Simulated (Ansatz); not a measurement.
ZrIr3 in the Cu3Au type structure (space group Pm-3m, No. 221)

```yaml
crystal:
  lattice:
    - [3.93314, 0.00000, 0.00000]
    - [0.00000, 3.93314, 0.00000]
    - [0.00000, 0.00000, 3.93314]
  atoms:
    - { symbol: Zr, position: [0.00000, 0.00000, 0.00000] }
    - { symbol: Ir, position: [0.50000, 0.50000, 0.00000] }
    - { symbol: Ir, position: [0.00000, 0.50000, 0.50000] }
    - { symbol: Ir, position: [0.50000, 0.00000, 0.50000] }
```

Computed with PBEsol (Ansatz, a program for electronic structure), no spin-orbit coupling. k-mesh 12×12×12 (Γ-centred); smearing 0.05 eV (Fermi–Dirac).

* **Volume per atom**: 15.21 Å³
* **Density**: 18.23 g/cm³
* **Band gap**: zero
* **Total energy**: -9882.173 eV/atom (σ→0; compares only within this code and set-up)

Whether these cells are dynamically stable was not tested. All final runs are without spin polarisation.
